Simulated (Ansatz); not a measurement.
The reference is SiC in the wurtzite structure (space group P6_3mc, No. 186; a = 3.0760 Å, c = 5.0478 Å). Axes: x lies along a and z along c of the hexagonal cell.

One thing is altered: uniaxial strain ε_yy = −1.68 %, all other strain components held at zero; the atoms relax in the strained cell.

Levels (all Ansatz, a first-principles code, PAW, earlier PAW set): PBEsol (420 eV, no spin-orbit coupling); r2SCAN (500 eV, without spin-orbit coupling); HSE06 (420 eV, without spin-orbit coupling); PBEsol+SOC (420 eV, with spin-orbit coupling).

One geometry, relaxed with PBEsol, under each level:

The valence-band top lists the three highest levels at Γ (Kramers pairs under SOC), from the VBM.

```json
[
 {"level": "PBEsol", "band gap": "1.95 eV", "lowest conduction level above the VBM at special points": "Σ₀ 1.95 eV; C₀ 1.95 eV; Y 2.44 eV; S 2.77 eV", "valence-band top at Γ": "0.00, -0.15, -0.28 eV", "electron mass": "0.26 mₑ along z, 0.42 mₑ across (at Σ₀)", "hole mass": "1.9 mₑ along x, 0.29 mₑ along y, 1.6 mₑ along z (at Γ)", "pressure": "3.93 GPa"},
 {"level": "r2SCAN", "band gap": "2.48 eV", "lowest conduction level above the VBM at special points": "Σ₀ 2.48 eV; C₀ 2.48 eV; Y 2.99 eV; S 3.34 eV", "valence-band top at Γ": "–", "electron mass": "0.26 mₑ along z, 0.42 mₑ across (at Σ₀)", "hole mass": "1.9 mₑ along x, 0.30 mₑ along y, 1.6 mₑ along z (at Γ)", "pressure": "4.00 GPa"},
 {"level": "HSE06", "band gap": "2.99 eV", "lowest conduction level above the VBM at special points": "Σ₀ 2.99 eV; C₀ 2.99 eV; Y 3.52 eV; Γ 6.13 eV", "valence-band top at Γ": "–", "electron mass": "–", "hole mass": "–", "pressure": "–"},
 {"level": "PBEsol+SOC", "band gap": "1.95 eV", "lowest conduction level above the VBM at special points": "Σ₀ 1.95 eV; C₀ 1.95 eV; Y 2.44 eV; S 2.77 eV", "valence-band top at Γ": "0.00, -0.15, -0.28 eV", "electron mass": "0.26 mₑ along z, 0.42 mₑ across (at Σ₀)", "hole mass": "1.9 mₑ along x, 0.29 mₑ along y, 1.6 mₑ along z (at Γ)", "pressure": "3.93 GPa"}
]
```

Single points use the geometry relaxed with PBEsol. Their cutoffs differ, which shifts pressures a little. HSE06 gaps are upper bounds (no full band path). The spin-orbit shifts are approximate. Masses are band curvatures over ±0.01 Å⁻¹ around the edge. Whether these cells are dynamically stable was not tested. k-point labels follow each cell's own Brillouin zone.
